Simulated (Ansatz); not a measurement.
**Lattice parameter a of GaP (model structure, started from the PtS type, P4₂/mmc, No. 131, 4 atoms in the cell) at several levels of theory**

No measured value is used here.

| level (code) | value (Å) |
|---|---|
| PBE (Ansatz) | ___ |
| PBEsol (Ansatz) | 3.539 |
| PBE-D3(BJ) (Ansatz) | 3.533 |

Q: Complete the blanks.

A: 
- PBE (Ansatz, an electronic-structure program), value (Å): 3.630

Ansatz's density-functional and Hartree–Fock values are scalar-relativistic unless marked +SOC, with PAW data made under PBE.

A model structure was made by putting elements into a prototype or built by hand; it is no filed structure, need not be a known phase, and can be a saddle point held by its symmetry.
